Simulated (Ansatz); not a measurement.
The reference is a 12-atom supercell of Al2Cu (space group I4/mcm, No. 140; a = 6.059 Å, c = 4.874 Å) at its relaxed geometry.

Computed with PBE in Ansatz (plane waves to 420 eV, PAW, without spin-orbit coupling), earlier PAW set.

Base values:

The mean distance from the defect site to its nearest host atoms comes out as 259 pm and the pressure is 0.0 GPa.

The change: a neutral Al vacancy, atoms relaxed at fixed cell, starting from a slightly rattled geometry.

Question: Estimate the effect on the mean distance from the defect site to its nearest host atoms.

Answer: The mean distance from the defect site to its nearest host atoms grows by 3 pm (259 pm → 262 pm).

Question: Predict the new pressure.

Answer: The pressure goes from zero to -2.3 GPa.

Question: Predict the new largest displacement of a host atom from its site in the perfect cell.

Answer: The largest displacement of a host atom from its site in the perfect cell comes out as 0.11 Å.

The cell is small, so the values are those of an ordered compound at a high defect concentration; dilute-limit values will differ. The final runs are not spin-polarised. The defect cell is not spin-polarised.

Ansatz is a quantum-chemistry and plane-wave program.
